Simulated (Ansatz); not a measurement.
The starting structures come from a database of crystals and need not be the phases stable at ambient conditions.

# Evanescent states of Mg$_{3}$Si$_{2}$H$_{4}$O$_{9}$ (P31m, not sure to be the ambient phase, 18 atoms a cell, 9.9 Å³ an atom) along the normal of (100)

Level of theory: PBEsol (plane waves, PAW; Ansatz, a program for electronic structure).

The gap is the functional's own. No spin-orbit coupling. Mid-gap values are interpolated on the energy grid.

Energies count from the valence-band top; κ is the least over a 6×4 mesh across the current.

```
E (eV)  κ (1/Å)  where
------  -------  -----
0.10      0.128      Γ
0.30      0.210      Γ
0.50      0.260      Γ
0.70      0.295      Γ
0.90      0.320      Γ
1.10          ?      Γ
1.30          ?      Γ
1.50          ?      Γ
1.70          ?      Γ
1.90          ?      Γ
2.10          ?      Γ
2.30          ?      Γ
2.50          ?      Γ
2.70          ?      Γ
2.90          ?      Γ
3.10          ?      Γ
3.30      0.292      Γ
3.50      0.265      Γ
3.70      0.231      Γ
3.90      0.185      Γ
4.10      0.114      Γ
```

**Question.** Fill in the missing entries.

**Answer.** 
- 1.10, κ (1/Å): 0.339
- 1.30, κ (1/Å): 0.353
- 1.50, κ (1/Å): 0.362
- 1.70, κ (1/Å): 0.367
- 1.90, κ (1/Å): 0.369
- 2.10, κ (1/Å): 0.368
- 2.30, κ (1/Å): 0.363
- 2.50, κ (1/Å): 0.356
- 2.70, κ (1/Å): 0.345
- 2.90, κ (1/Å): 0.332
- 3.10, κ (1/Å): 0.314
